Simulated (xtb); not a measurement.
xtb 6.7.1, GFN2-xTB: Cc1cccc(C)c1B(c1ccc2c(c1)C(C)(C)c1ccccc1-2)c1cccs1, 54 atoms. The geometry is a generated start, not checked to be a minimum at this level.

* **method**: GFN2-xTB
* **--acc**: 1 (default)
* **--etemp (K)**: 300 (default)
* **detailed input (--input)**: none: ANC optimiser, Lindh (1995) Hessian, microcycle=20, maxdispl=1.0, hlow=0.01 (default)
* **basis functions**: 147
* **valence electrons**: 142

The structure is relaxed from this start with --opt LEVEL for the levels crude, sloppy, loose, lax, normal, tight, vtight, extreme, once each. Up to the end of the extreme run atoms move by at most 1.9 Å along an axis.

Question: Choose the cheapest level whose final energy lies within 20 meV of that of extreme.

Answer: sloppy: 38 cycles against 92, ending 13 meV above.

```
level    cycles  energy above the extreme run (meV)  gradient norm (eV/Å)
-------  ------  ----------------------------------  --------------------
crude        14                                 150                  0.47
sloppy       38                                  13                  0.22
loose        41                                 8.7                  0.14
lax          44                                 5.8                 0.064
normal       58                                0.71                 0.023
tight        67                                0.18                0.0092
vtight       91                          under 0.01                0.0031
extreme      92                                   —                0.0013
```
